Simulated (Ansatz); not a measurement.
Base system: CdTe in the zinc blende structure (space group F-43m, No. 216).

```
CELL_PARAMETERS angstrom
      0.00000     3.27889     3.27889
      3.27889     0.00000     3.27889
      3.27889     3.27889     0.00000
ATOMIC_POSITIONS crystal
  Cd 0.00000 0.00000 0.00000
  Te 0.25000 0.25000 0.25000
```

Cartesian axes are those of the cell as printed.

Calculations: r2SCAN (Ansatz, a program for electronic structure, PAW, without spin-orbit coupling).

Before the change:

The valence-band top at Γ is 0.00, 0.00, 0.00 eV and the valley order comes out as Γ 1.17 eV; L along ⟨111⟩ 2.20 eV.

Modification: tensile biaxial strain of 1.25 % in the plane normal to [111], as in epitaxy on a mismatched substrate; the out-of-plane cell vector and the atoms relax.

Q: Estimate the effect on the out-of-plane strain.

A: The out-of-plane strain comes out as -1.00 %.

Q: What happens to the valence-band top at Γ?

A: The valence-band top at Γ (three highest levels, from the VBM) goes from 0.00, 0.00, 0.00 eV to 0.00, -0.10, -0.10 eV.

Q: What does the calculation give for the valley order after the change?

A: The valley order (the lowest conduction-band minima on the path, energy above the VBM, named in the base's zone) becomes Γ 1.05 eV; L along [111] 1.96 eV; L along [1-1-1] 2.17 eV (base: Γ 1.17 eV; L along ⟨111⟩ 2.20 eV).

Spin-orbit coupling, missing from the scalar runs, can matter with Te. The levels and masses belong to the bands next to the band gap. Whether these cells are dynamically stable was not tested.
